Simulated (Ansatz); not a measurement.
The starting structures come from a database of crystals and need not be the phases stable at ambient conditions.

The decay constant κ of evanescent states in the gap governs leakage through a thin film.

Here is the system:

```
CELL_PARAMETERS angstrom
      7.28748     0.00000     0.00000
      0.00000     7.28748     0.00000
      3.64374     3.64374     5.15303
ATOMIC_POSITIONS crystal
  In 0.74997 0.25003 0.00000
  In 0.74997 0.74997 0.50006
  In 0.25003 0.74997 0.00000
  In 0.25003 0.25003 0.49994
  In 0.74997 0.74997 0.00000
  In 0.25003 0.25003 0.00000
  In 0.75000 0.25000 0.50000
  Ge 0.25000 0.75000 0.50000
  Ir 0.00000 0.00000 0.00000
  O  0.94694 0.64898 0.70204
  O  0.35102 0.64898 0.70204
  O  0.35102 0.64898 0.29796
  O  0.35102 0.05306 0.29796
  O  0.62970 0.37030 0.74060
  O  0.62970 0.88910 0.74060
  O  0.11090 0.37030 0.25940
  O  0.62970 0.37030 0.25940
```

Space group of this cell: F-43m. The cell is taken as given; by r2SCAN its mean pressure is -5.4 GPa.

Transport runs along the normal of the first two printed cell vectors, the (001) plane of the conventional cell.

The gap is the functional's own, uncorrected, and κ follows it; spin-orbit coupling is left out. Mid-gap values are interpolated between the computed energies.

**Question.** State the band gap and the smallest decay constant κ at mid-gap according to r2SCAN in Ansatz (a quantum-chemistry and plane-wave program).

**Answer.** Gap 0.73 eV on a 6×6×6 mesh; κ = 0.075 1/Å, at the zone centre.
